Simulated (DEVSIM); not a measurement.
System: TaN/Si3N4/p-In0.53Ga0.47As capacitor, at 300 K.

| layer (left to right) | material | thickness (nm) | Na (cm⁻³) |
|---|---|---|---|
| 1 | Si3N4 | 4.20 | - |
| 2 | In0.53Ga0.47As | 760 | 5.6e17 |

Metal gate on the left, work function 4.4 eV. Fixed charge at the semiconductor interface 1.6e10 cm⁻² (in units of +e); no interface traps.

Constants are typed, rounded textbook-type inputs, not results; the design itself was drawn at random and stands for no fabricated device. Values at 300 K.

| parameter | Si3N4 | In0.53Ga0.47As |
|---|---|---|
| gap (eV) | 5.1 | 0.74 |
| affinity (eV) | 2.1 | 4.51 |
| permittivity | 7.5 | 13.9 |
| Nc (cm⁻³) | - | 2.1e17 |
| Nv (cm⁻³) | - | 7.7e18 |

DEVSIM, 1D Poisson equation in equilibrium, Boltzmann statistics, complete ionisation; no quantum confinement or tunnelling. Metal contacts follow the ideal Schottky-Mott rule: no Fermi-level pinning, no interface dipoles.

The gate work function was swept, all else fixed.

```tsv
gate work function (eV)	flat-band voltage (V)
4.1	-1.08
4.25	-0.93
4.4	-0.78
4.55	-0.63
4.7	-0.48
```

From the first row to the last the flat-band voltage goes from -1.08 to -0.48.
